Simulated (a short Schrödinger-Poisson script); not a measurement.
From a short Schrödinger-Poisson script (our own, NumPy): 1D Poisson equation in equilibrium, electrons quantum, Hartree (BenDaniel-Duke, 12 states a valley, the channel's in-plane mass for all, wave functions ending at the dielectric), parabolic valleys, classical holes, full ionisation, no traps, pinning or gate leakage.

Stack: MOS inversion layer, Si3N4 on p-type Si(111), at 400 K.

From the gate side: 1.3 nm Si3N4; 800 nm Si, acceptors 2.9e17 cm⁻³.

The device is made up for the run: typed textbook-type constants, with dimensions and the other settings drawn at random. Si3N4: permittivity 7.5, conduction-band edge (eV) 1.95, gap (eV) 5.1, electron mass (mₑ) 0.5. Si: permittivity 11.7, conduction-band edge (eV) 0, gap (eV) 1.124, Nv at 300 K (cm⁻³) 3.1e19.

Channel valleys (confinement mass, in-plane density-of-states mass, number): Δ6 0.258, 0.358, 6. At the gate the conduction-band edge of layer 1 lies 2.48 eV − eVg above the Fermi level of the channel; the field vanishes at the back. Gaps are held at their typed values at every temperature. Mesh 0.03 nm at interfaces.

Task: Give the gate voltage at 1e11 electrons/cm² (V); the sheet density of all electrons at Vg = 0.7 V (cm⁻²); the centroid of the channel electrons at Vg = 1.3 V (nm).

Result: gate voltage at 1e11 electrons/cm² (V): 0.50; sheet density of all electrons at Vg = 0.7 V (cm⁻²): 1.66e12; centroid of the channel electrons at Vg = 1.3 V (nm): 1.90.
